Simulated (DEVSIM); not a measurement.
System: abrupt Si p-n junction, at 250 K.

```tsv
layer (left to right)	material	thickness (μm)	Nd (cm⁻³)	Na (cm⁻³)	τn (s)	τp (s)
1	Si	2.40	-	1.1e17	0.00014	0.00014
2	Si	0.440	1e14	-	0.00014	0.00014
```

Left contact: ohmic. Right contact: ohmic. Voltage is applied to the left contact. Recombination: SRH at mid-gap. Mobility is constant in doping.

The device is made up for the run: typed textbook-type constants, with dimensions and the other settings drawn at random. Values at 300 K; Nc and Nv go as T^1.5, mobilities as T to minus their exponent, the gap by Varshni's rule with the affinity fixed.

```tsv
parameter	Si
gap (eV)	1.124
affinity (eV)	4.05
permittivity	11.7
Nc (cm⁻³)	2.86e19
Nv (cm⁻³)	3.1e19
μn (cm²/Vs)	1417
μp (cm²/Vs)	470
T exponent of μn	2.3
T exponent of μp	2.2
Varshni α (eV/K)	0.000473
Varshni β (K)	636
```

DEVSIM, 1D drift-diffusion, Boltzmann statistics, complete ionisation; no tunnelling, impact ionisation, image-force lowering or self-heating.

### Question
Tabulate band edges, carrier densities and field at 0.9 V on the left contact.

### Answer
Energies count from the Fermi level of the right contact; mesh points crowd at the junctions.

```
x (μm)   Ec (eV)  Ev (eV)  n (cm⁻³)  p (cm⁻³)  field (V/cm)
-------  -------  -------  --------  --------  ------------
0.000      0.120   -1.016     < 1e2    1.1e17           210
0.01839    0.121   -1.015    4.6e13    1.1e17           210
0.05059    0.122   -1.015    1.2e14    1.1e17           210
0.1018     0.123   -1.014    2.4e14    1.1e17           210
0.2455     0.126   -1.010    5.5e14    1.1e17           210
0.4481     0.130   -1.006    9.2e14    1.1e17           210
0.8027     0.137   -0.999    1.4e15    1.1e17           200
1.535      0.152   -0.984    2.1e15    1.1e17           200
1.917      0.159   -0.977    2.2e15    1.1e17           200
2.134      0.164   -0.972    2.3e15    1.1e17           200
2.252      0.166   -0.970    2.4e15    1.1e17           200
2.344      0.168   -0.968    2.4e15    1.1e17           100
2.378      0.166   -0.970    2.7e15    1.0e17         -2000
2.398      0.155   -0.981    4.6e15    5.8e16        -11000
2.421      0.138   -0.998    1.0e16    2.4e16         -3700
2.453      0.133   -1.003    1.3e16    1.6e16          -210
2.506      0.135   -1.001    1.2e16    1.2e16           880
2.587      0.145   -0.991    7.7e15    8.3e15          1500
2.724      0.184   -0.952    1.4e15    3.7e15          4800
2.781      0.218   -0.918    3.6e14    2.6e15          7000
2.815      0.244   -0.892    1.6e14    1.7e15          8100
2.840      0.265   -0.871    1.0e14     < 1e2          8500
```
